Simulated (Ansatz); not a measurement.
System: CdSe (model structure, started from the BeO type, P4₂/mnm, No. 136, 8 atoms in the cell). Method: LDA (Ansatz, a quantum-chemistry and plane-wave program, PAW).

Run with plane-wave cutoff 520 eV, 6×6×8 k mesh (along the axes of the cell as run), Fermi–Dirac smearing 0.01 eV, scalar-relativistic PAW data made under PBE.

Cell (relaxed at this level):

Space group P4₂/mnm (No. 136); a = 7.311 Å, b = 7.311 Å, c = 4.272 Å, α = 90.00°, β = 90.00°, γ = 90.00°

```
atom  site  symmetry       x       y       z
----  ----  --------  ------  ------  ------
Cd      4g      m.2m  0.1777  0.1777  0.5000
Se      4f      m.2m  0.3172  0.3172  0.0000
```

### Question
Estimate the band gap that the calculation returns.

### Answer

band gap: 0.57 eV

Note: the relaxation could raise the start's symmetry but not lower it, so the cell can be a saddle point.

Spin–orbit coupling is not included.

A model structure was made by putting elements into a prototype or built by hand; it is no filed structure, need not be a known phase, and can be a saddle point held by its symmetry.
